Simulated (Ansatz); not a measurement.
A computed series for CoSn: pressure series

Take CoSn (space group P6/mmm, No. 191; non-magnetic) as the base.

```
CELL_PARAMETERS angstrom
      5.29399     0.00000     0.00000
     -2.64700     4.58473     0.00000
      0.00000     0.00000     4.23543
ATOMIC_POSITIONS crystal
  Co 0.50000 0.00000 0.00000
  Co 0.50000 0.50000 0.00000
  Co 0.00000 0.50000 0.00000
  Sn 0.00000 0.00000 0.00000
  Sn 0.33333 0.66667 0.50000
  Sn 0.66667 0.33333 0.50000
```

Cell and atoms are relaxed at each pressure.

All numbers come from PBE/PAW in Ansatz (a quantum-chemistry and plane-wave program), no spin-orbit coupling.

| pressure (GPa) | volume per atom (Å³/atom) |
|---|---|
| -2 | 17.414 |
| -1 | 17.270 |
| 0 | 17.133 |
| 1.8 | 16.901 |
| 4.2 | 16.617 |
| 9 | ? |
| 18 | 15.371 |
| 30 | 14.601 |
| 45 | 13.860 |

Q: Fit the third-order Birch–Murnaghan form P(V) = (3B₀/2)[(V₀/V)^(7/3) − (V₀/V)^(5/3)]·[1 + (3/4)(B₀′ − 4)((V₀/V)^(2/3) − 1)] (squares taken in P) to the rows shown and predict the withheld row.

A: Least squares on the printed values gives V₀ = 17.133 Å³/atom, B₀ = 128 GPa, B₀′ = 4.7; this predicts 16.123 Å³/atom, and the run gives 16.121 Å³/atom, 0.002 lower.

Load acts through the strain it causes; cell and atoms are relaxed under it. Stability against distortions was not tested. No other phases were tried under pressure. Seeded moments were not kept for the base. The final runs are not spin-polarised.
